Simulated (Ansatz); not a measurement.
Start from HfN in the rock salt structure (space group Fm-3m, No. 225; a = 4.548 Å; relaxed with 0.1 eV smearing).

Computed with PBE/PAW in Ansatz (a quantum-chemistry and plane-wave program), spin-orbit coupling left out.

For the base:

| Property | Value |
|---|---|
| Pressure | 0.0 GPa |

One thing is altered: an isotropic linear strain of +2.00 %; the atoms relax in the strained cell.

How does this affect the pressure and energy relative to the base?

The pressure goes from zero to -13.8 GPa; the energy increases by 33 meV/atom.

Stability against distortions was not tested. All final runs are without spin polarisation. An odd electron count without spin: HfN.
